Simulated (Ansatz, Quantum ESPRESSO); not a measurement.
## CaMg₆Sn (Amm2, 8 atoms in the cell) computed with different codes at matched settings

Self-consistent single point.

```
CELL_PARAMETERS angstrom
      5.20736     0.00000     0.00000
      0.00000     3.20324     5.92079
      0.00000    -3.20324     5.92079
ATOMIC_POSITIONS crystal
  Ca 0.50000 0.16945 0.16945
  Mg 0.50000 0.66644 0.16834
  Mg 0.50000 0.16834 0.66644
  Mg 0.00000 0.82625 0.33145
  Mg 0.00000 0.33145 0.82625
  Mg 0.00000 0.33739 0.33739
  Mg 0.00000 0.83538 0.83538
  Sn 0.50000 0.66529 0.66529
```

Shared settings, as Ansatz (a first-principles code) writes them: kpoints.mp_grid.grid = 4 3 3; magnetization.spin_orbit = true; scf.occupations.method = fermi_dirac; scf.occupations.width = 0.1 eV. Potentials and cutoffs stand in the table.

| code | model | pressure (GPa) | largest force (eV/Å) | cutoff |
|---|---|---|---|---|
| Ansatz | PBEsol with spin-orbit coupling, PAW files made with PBE | -1.03 | 0.157 | default |
| Quantum ESPRESSO | PBEsol, spin-orbit coupling, PseudoDojo fully relativistic norm-conserving (PBESOL) pseudopotentials | -1.00 | 0.160 | 85 Ry |

Size of the force on each atom (eV/Å): Sizes of forces hide their directions.

```
code                Ca1    Mg2    Mg3    Mg4    Mg5    Mg6    Mg7    Sn8
----------------  -----  -----  -----  -----  -----  -----  -----  -----
Ansatz            0.058  0.048  0.048  0.110  0.110  0.032  0.157  0.050
Quantum ESPRESSO  0.056  0.050  0.050  0.110  0.110  0.028  0.160  0.052
```

The spread over the programs that give each value: pressure within 0.03 GPa; largest force within 0.003 eV/Å.

Ansatz's pressure is given at a fixed set of plane waves, as the other plane-wave codes print theirs.

The starting cell comes from a database of computed structures (which also holds hypothetical and non-ambient phases and stackings), without a prior relaxation at this level.

Left out of this page: SIESTA (unsound by tests on forces, stress, charge or solver warnings).

Keys are those of Ansatz 0.2.
